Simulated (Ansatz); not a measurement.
## A computed series for InP: element substitutions

The parent structure is InP in the zinc blende structure (space group F-43m, No. 216; a = 5.907 Å).

Each row replaces one element on all its sites; cell and atoms are relaxed.

All numbers come from r2SCAN, PAW, 500 eV (Ansatz, a first-principles code; no spin-orbit coupling).

Only one of these keeps a band gap. Which?
(A) P → Ga
(B) In → B
(C) In → Ir
(D) In → Cd

B, In → B. Computed: In → B: 1.41 eV; In → Cd: zero; In → Ir: zero; P → Ga: zero

No phonon test of stability was made. As relaxed here, CdP, IrP and InGa are hypothetical phases, not in the database extracts checked. The final runs are not spin-polarised. An odd electron count without spin: CdP.
